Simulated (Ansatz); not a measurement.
Start from Rb in the bcc (W type) structure (space group Im-3m, No. 229; a = 5.748 Å).

Structures relaxed with plane-wave PAW DFT at the r2SCAN level (Ansatz, a quantum-chemistry and plane-wave program, 500 eV), without spin-orbit coupling.

Base:

Simulated powder pattern, Co Kα, λ = 1.79026 Å (kinematic, ideal powder, no thermal factors, no anomalous dispersion; the 10 strongest lines at most, above 2 %, up to 2θ = 90°):

```json
[
 {"2θ (°)": "25.44", "I/Imax (%)": "100", "hkl": "(110)"},
 {"2θ (°)": "36.29", "I/Imax (%)": "20", "hkl": "(200)"},
 {"2θ (°)": "44.84", "I/Imax (%)": "45", "hkl": "(211)"},
 {"2θ (°)": "52.26", "I/Imax (%)": "14", "hkl": "(220)"},
 {"2θ (°)": "59.00", "I/Imax (%)": "20", "hkl": "(310)"},
 {"2θ (°)": "65.29", "I/Imax (%)": "4.9", "hkl": "(222)"},
 {"2θ (°)": "71.27", "I/Imax (%)": "23", "hkl": "(321)"},
 {"2θ (°)": "77.05", "I/Imax (%)": "2.3", "hkl": "(400)"},
 {"2θ (°)": "82.70", "I/Imax (%)": "12", "hkl": "(411)"},
 {"2θ (°)": "88.28", "I/Imax (%)": "6.9", "hkl": "(420)"}
]
```

After one change:

Simulated powder pattern, Co Kα, λ = 1.79026 Å (kinematic, ideal powder, no thermal factors, no anomalous dispersion; the 10 strongest lines at most, above 2 %, up to 2θ = 90°):

| 2θ (°) | I/Imax (%) |
|---|---|
| 32.99 | 100 |
| 47.35 | 18 |
| 58.91 | 38 |
| 69.20 | 12 |
| 78.82 | 17 |
| 88.13 | 4.4 |

**Question.** What was done to the base?
(A) pressure 7.5 GPa
(B) pressure 1.5 GPa
(C) pressure 3 GPa
(D) pressure 0.7 GPa

**Answer.** A, pressure 7.5 GPa. Its volume per atom is 44.32 Å³ against 94.98 Å³, and its space group is Im-3m (No. 229).

Load acts through the strain it causes; cell and atoms are relaxed under it. Stability against distortions was not tested. Measured, Rb leaves this structure (for fcc) near 7 GPa (temperature not stated; as listed in Olga Degtyareva, NATO science for peace and security series. B, Physics and biophysics (2010)).
